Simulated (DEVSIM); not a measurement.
abrupt In0.53Ga0.47As p-n junction

System: abrupt In0.53Ga0.47As p-n junction, at 300 K.

```
layer (left to right)        material  thickness (μm)  Nd (cm⁻³)  Na (cm⁻³)  τn (s)  τp (s)
---------------------  --------------  --------------  ---------  ---------  ------  ------
1                      In0.53Ga0.47As           0.810          -     2.8e16    3e-8    3e-8
2                      In0.53Ga0.47As             230     1.4e14          -    3e-8    3e-9
```

Left contact: ohmic. Right contact: ohmic. Voltage is applied to the left contact. Recombination: SRH at mid-gap, radiative, Auger. Mobility is μmin + (μ − μmin)/(1 + (N/Nref)^α).

The device is made up for the run: typed textbook-type constants, with dimensions and the other settings drawn at random. Values at 300 K.

```
parameter      In0.53Ga0.47As
-------------  --------------
gap (eV)                 0.74
affinity (eV)            4.51
permittivity             13.9
Nc (cm⁻³)              2.1e17
Nv (cm⁻³)              7.7e18
μn (cm²/Vs)             12000
μp (cm²/Vs)               300
μn,min                    300
μp,min                     10
Nref,n                 1.3e17
Nref,p                 4.9e17
αn                       0.48
αp                        0.4
B (cm³/s)             9.6e-11
Cn (cm⁶/s)              5e-29
Cp (cm⁶/s)              5e-29
```

DEVSIM, 1D drift-diffusion, Boltzmann statistics, complete ionisation; no tunnelling, impact ionisation, image-force lowering or self-heating.

```
Item                                              Result
---------------------------------------------  ---------
Potential step across the device at zero bias    0.406 V
Largest field in the device at zero bias       8800 V/cm
Dark forward voltage at 1 A/cm²                  0.369 V
```

Small-signal capacitance in reverse bias (quasi-static):

```json
[
 {"V (V)": "-0.2", "C (nF/cm²)": "5.25"},
 {"V (V)": "-0.5", "C (nF/cm²)": "4.11"},
 {"V (V)": "-1", "C (nF/cm²)": "3.22"},
 {"V (V)": "-1.5", "C (nF/cm²)": "2.74"},
 {"V (V)": "-2", "C (nF/cm²)": "2.43"},
 {"V (V)": "-3", "C (nF/cm²)": "2.03"},
 {"V (V)": "-4", "C (nF/cm²)": "1.78"},
 {"V (V)": "-5", "C (nF/cm²)": "1.60"},
 {"V (V)": "-6.5", "C (nF/cm²)": "1.42"},
 {"V (V)": "-8", "C (nF/cm²)": "1.28"},
 {"V (V)": "-10", "C (nF/cm²)": "1.15"}
]
```

Dark forward current:

(V (V), J (A/cm²)): (0.05, 0.00085); (0.10, 0.0044); (0.15, 0.019); (0.25, 0.23); (0.30, 0.50); (0.35, 0.86); (0.40, 1.3); (0.45, 1.7); (0.55, 2.7); (0.60, 3.3); (0.65, 3.8); (0.70, 4.3); (0.80, 5.4); (0.85, 6.0); (0.90, 6.5); (0.95, 7.1); (1.00, 7.7); (1.10, 8.8); (1.15, 9.4); (1.20, 9.9)
